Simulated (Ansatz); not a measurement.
## CdO (model structure, started from the WC type, P-6m2, No. 187, 2 atoms in the cell)

Calculation: PBEsol in Ansatz (PAW).

Settings: plane-wave cutoff 500 eV, 18×18×14 k mesh (along the axes of the cell as run), Fermi–Dirac smearing 0.05 eV, scalar-relativistic PAW data made under PBE.

Cell (relaxed at this level):

Space group P-6m2 (No. 187); a = b = 3.196 Å, c = 2.935 Å, α = β = 90.00°, γ = 120.00°

```csv
atom,site,symmetry,x,y,z
Cd,1a,-6m2,0.0000,0.0000,0.0000
O,1f,-6m2,0.6667,0.3333,0.5000
```

- band gap = none

Note: the relaxation could raise the start's symmetry but not lower it, so the cell can be a saddle point.

Spin–orbit coupling is not included.

A model structure was made by putting elements into a prototype or built by hand; it is no filed structure, need not be a known phase, and can be a saddle point held by its symmetry.

Ansatz is a first-principles code.
